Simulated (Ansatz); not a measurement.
Defect migration in 4H silicon carbide strained by -1.5 % along x and y, z held: C vacancy, charge state +2. Level of theory: PBE, PAW (plane waves to 420 eV; Ansatz, a program for electronic structure).

Settings: 72 host sites, the strained lattice (strain from the relaxed PBE one, atoms relaxed), a 2×2×2 k-point mesh shifted by half a step along c, smearing 0.01 eV, spin-restricted, no image-charge correction. Static, classical nuclei. The charge state is imposed; whether it is stable for some Fermi level was not computed. Forms of the defect that were not tried may lie lower. The start lies 0.059 eV above the lowest site run (PBE).

The step: a nearby C atom hops onto the vacant site. Atoms about the jump, Cartesian Å from the middle of the jump, before and after:

```json
[
 {"atom": "C1", "x0": "1.51", "y0": "0.00", "z0": "0.00", "x1": "-1.51", "y1": "0.00", "z1": "0.00"},
 {"atom": "Si2", "x0": "0.06", "y0": "-0.93", "z0": "0.68", "x1": "-0.06", "y1": "-0.93", "z1": "0.68"},
 {"atom": "Si3", "x0": "1.53", "y0": "1.75", "z0": "0.66", "x1": "1.52", "y1": "1.82", "z1": "0.68"},
 {"atom": "Si4", "x0": "-1.52", "y0": "1.82", "z0": "0.68", "x1": "-1.53", "y1": "1.75", "z1": "0.66"},
 {"atom": "Si5", "x0": "-1.52", "y0": "-0.01", "z0": "-2.04", "x1": "-1.53", "y1": "0.00", "z1": "-1.90"},
 {"atom": "Si6", "x0": "1.53", "y0": "0.00", "z0": "-1.90", "x1": "1.52", "y1": "-0.01", "z1": "-2.04"},
 {"atom": "C7", "x0": "0.00", "y0": "2.61", "z0": "0.00", "x1": "0.00", "y1": "2.61", "z1": "0.00"},
 {"atom": "C8", "x0": "0.01", "y0": "-0.90", "z0": "-2.51", "x1": "-0.01", "y1": "-0.90", "z1": "-2.51"},
 {"atom": "Si9", "x0": "0.01", "y0": "2.63", "z0": "-1.90", "x1": "-0.01", "y1": "2.63", "z1": "-1.90"},
 {"atom": "C10", "x0": "-0.02", "y0": "-0.88", "z0": "2.53", "x1": "0.02", "y1": "-0.88", "z1": "2.53"},
 {"atom": "C11", "x0": "1.53", "y0": "1.75", "z0": "-2.53", "x1": "1.52", "y1": "1.76", "z1": "-2.51"},
 {"atom": "C12", "x0": "-1.52", "y0": "1.76", "z0": "-2.51", "x1": "-1.53", "y1": "1.75", "z1": "-2.53"},
 {"atom": "C13", "x0": "-0.02", "y0": "-2.65", "z0": "0.00", "x1": "0.02", "y1": "-2.65", "z1": "0.00"}
]
```

Question: Where do these atoms stand at the saddle point, and how high is it?

Answer: 
```
atom      x      y      z
----  -----  -----  -----
C1     0.00   0.35  -0.20
Si2    0.01  -1.14   0.78
Si3    1.39   1.74   0.62
Si4   -1.38   1.74   0.62
Si5   -1.39   0.04  -1.91
Si6    1.40   0.04  -1.91
C7     0.00   2.84  -0.01
C8     0.00  -0.96  -2.60
Si9    0.00   2.71  -1.90
C10    0.00  -0.96   2.58
C11    1.50   1.78  -2.53
C12   -1.49   1.78  -2.53
C13    0.00  -2.77   0.00
```
It lies 4.98 eV above the start and 4.98 eV above the end. The saddle point's order was not checked, and it lies on a symmetry element of the cell, where a band can be held.
